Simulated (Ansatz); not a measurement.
# Report: zincblende ZnSe (F-43m), uniaxial stress along [110]

Cell and atoms are relaxed with PBEsol to each stress (compression positive); bands and masses by PBEsol with spin-orbit coupling, rigid bands (plane waves, PAW; Ansatz, a quantum-chemistry and plane-wave program). Strains are changes of length against the unloaded cell.

```xyz
2
Lattice="0.0000 2.8166 2.8166 2.8166 0.0000 2.8166 2.8166 2.8166 0.0000" Properties=species:S:1:pos:R:3 pbc="T T T"
Zn     0.0000     0.0000     0.0000
Se     4.2249     4.2249     4.2249
```

| stress (GPa) | strain [110] (%) | strain [1−10] (%) | strain [00−1] (%) | gap (eV) | mean mₑ* |
|---|---|---|---|---|---|
| -2.00 | 2.65 | 0.02 | -1.59 | 1.012 | 0.098 |
| -1.00 | 1.29 | 0.01 | -0.77 | 1.064 | 0.099 |
| 0 | 0 | 0 | 0 | 1.114 | 0.100 |
| 1.00 | -1.23 | 0.01 | 0.73 | 1.098 | 0.101 |
| 2.00 | -2.41 | 0.02 | 1.41 | 1.072 | 0.102 |

[110] is the direction of the load. Masses are conductivity masses at 300 K in electron masses, harmonic means over x, y and z.

From the two loads next to zero, find the Young modulus and the ratio of transverse to axial strain, taking [1−10].

Between -1.00 and 1.00 GPa the strain along [110] changes by -2.52 % and that along [1−10] by 0.00 %. The modulus is 2.00/0.0252 = 79 GPa and the ratio of the strains 0.00 (PBEsol, atoms relaxed).

How fast does the gap move on either side of zero load?

Under tension, (1.064 − 1.114) eV over -1.00 GPa = 50 meV/GPa, or about -3.9 eV per unit strain; under compression, (1.072 − 1.114) eV over 2.00 GPa = -21 meV/GPa, or about 1.7 eV per unit strain. The two slopes part by 71 meV/GPa; gaps are resolved to about 0.01 eV, which allows 15 meV/GPa, so they differ, even in sign: the gap has a turning point near zero load.

Masses are those of dilute carriers in rigid bands with one relaxation time, without polarons. Third decimals of gaps are kept for the arithmetic. Every relaxation keeps the zincblende phase (space group Imm2 under this load), so a transition, a distortion that breaks the symmetry or fracture can't show.
